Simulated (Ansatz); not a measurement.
Structures of equal composition on the (110) surface of bcc Nb: a layer of Re in place of the second plane; a layer of Re in place of the third plane. The slabs share one bottom face, and each structure is named by its start. These are constructed structures in small cells; real faces may alloy, dewet or reconstruct in larger ones, and not all known structures of the face are among them. Slabs of about 11 Å with all that they carry, Fermi-Dirac smearing of 0.1 eV. Bottom of the slabs: a bare face, its two planes held. Relaxed from the named starts with such symmetry as they have, on meshes of like density; energies extrapolated to zero smearing; no spin-orbit coupling, no U. Spin-polarised runs, if any, are marked in brackets, and their order is one that fits the cell; the others ran without spin.

Calculation: PBE (plane waves to 420 eV, PAW; Ansatz, a quantum-chemistry and plane-wave program).

Problem. Order them by energy per 1x1 cell (lowest first) at the level PBE.

Solution. a layer of Re in place of the third plane (0.000 eV), a layer of Re in place of the second plane (0.199 eV)
